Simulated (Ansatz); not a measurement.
The reference is InAs in the zinc blende structure (space group F-43m, No. 216; a = 6.109 Å).

The values are results of Ansatz (an electronic-structure program) r2SCAN, no spin-orbit coupling, not measurements.

Base values:

```
Property   Result
--------  -------
Band gap  0.08 eV
Pressure  0.0 GPa
```

The change: an isotropic linear strain of +3.93 %, atoms relaxed at fixed cell.

Question: What happens to the band gap?

Answer: The band gap becomes zero (base: 0.08 eV).

Question: What does the calculation give for the energy relative to the base after the change?

Answer: The energy grows by 61 meV/atom.

Question: Predict the new pressure.

Answer: The pressure goes from zero to -5.0 GPa.

Stability against distortions was not tested. All final runs are without spin polarisation. A zero or small gap of InAs can be the functional's error rather than a property of the material.
